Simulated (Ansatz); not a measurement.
Base system: GaP in the zinc blende structure (space group F-43m, No. 216; a = 5.4385 Å).

Computed with PBEsol (Ansatz, a quantum-chemistry and plane-wave program), spin-orbit coupling left out.

For the base:

The band gap is 1.45 eV.

Modification: the cell is scaled by 0.9553 in all directions; the atoms relax in the strained cell.

How does this affect the band gap?

The band gap drops by 0.29 eV (1.45 eV → 1.16 eV).

No phonon test of stability was made.
